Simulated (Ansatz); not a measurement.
## Do energy and pressure agree? Two volumes of W (Im-3m, 1 atom in the cell)

```yaml
crystal:
  lattice:
    - [-1.57210, 1.57210, 1.57210]
    - [1.57210, -1.57210, 1.57210]
    - [1.57210, 1.57210, -1.57210]
  atoms:
    - { symbol: W, position: [0.00000, 0.00000, 0.00000] }
```

Level of theory: PBE (plane waves, PAW; Ansatz, a program for electronic structure).

Settings: basis.ecutwfc = 74.2 Ry; kpoints.mp_grid.grid = 15 15 15; hamiltonian.xc = pbe; hamiltonian.pseudopotentials = {kind: paw} (the program's default PAW files); scf.occupations.method = fermi_dirac; scf.occupations.width = 0.0073 Ry. This cutoff ends a ladder whose last two steps agree within 1 meV/atom.

The second cell is the first with its lattice scaled by 0.98, at the same fractional positions.

The starting cell has typed, rounded lattice constants, without a prior relaxation at this level. Its lattice was rescaled by up to half a per cent. Spin polarisation is off. Ansatz's pressure includes its estimate of the finite-basis (Pulay) stress.

| cell | volume (Å³/atom) | pressure (GPa) | F less the first cell's (meV/atom) |
|---|---|---|---|
| first | 15.5418 | 12.39 | 0.00 |
| second | 14.6278 | 36.49 | ? |

Task: Estimate the energy of the second cell from the pressures, and the bulk modulus between the two volumes.

Result: With P = −dF/dV, the trapezoid gives ΔF ≈ −(P₁ + P₂)/2 · ΔV = −(24.440 GPa) · (-0.9140 Å³) = 139.42 meV/atom (1 eV/Å³ = 160.22 GPa). The modulus at fixed fractional positions is B = −ΔP/Δln V = 398 GPa, a mean over the interval; zero pressure lies outside it, so this is not the modulus at equilibrium. P(V) is curved, so the trapezoid lies high by about |ΔV|³·B·(1 + B′)/(12·V̄²) = 3.47 meV/atom for an assumed B′ = 4, which leaves 135.95 meV/atom. The runs gave 136.14 meV/atom, a miss of 0.19 meV/atom. Cases were kept where this miss is small, so the page shows the method and is no test of it.

Left out of this page: 15 runs of the series outside the window shown, repeating another row's setting, or not comparable.

Keys are those of Ansatz 0.2.
